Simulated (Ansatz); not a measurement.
Here is the system:

```
CELL_PARAMETERS angstrom
      0.00000     2.99295     2.84683
      2.99295     0.00000     2.84683
      2.99295     2.99295     0.00000
ATOMIC_POSITIONS crystal
  In 0.00000 0.00000 0.00000
  P  0.25000 0.25000 0.25000
```

These are r2SCAN with spin-orbit coupling, rigid bands (plane waves, PAW; Ansatz, a first-principles code) values and carry that method's errors. Condition of this run: uniaxial stress zz = 2 GPa (compression positive) (the target of the relaxation). Cell: cell and atoms relaxed with r2SCAN, then loaded as said.

**Question.** What conductivity effective mass do dilute electrons have at 300 K?

**Answer.** 0.089 (x), 0.089 (y), 0.081 (z) mₑ.

**Question.** What conductivity effective mass do dilute holes have at 300 K?

**Answer.** 0.47 (x), 0.47 (y), 0.188 (z) mₑ.

**Question.** And the band gap?

**Answer.** 0.92 eV at this level; semilocal functionals usually fall short of the measured gap.

Rigid bands, one relaxation time for all states, no polarons.
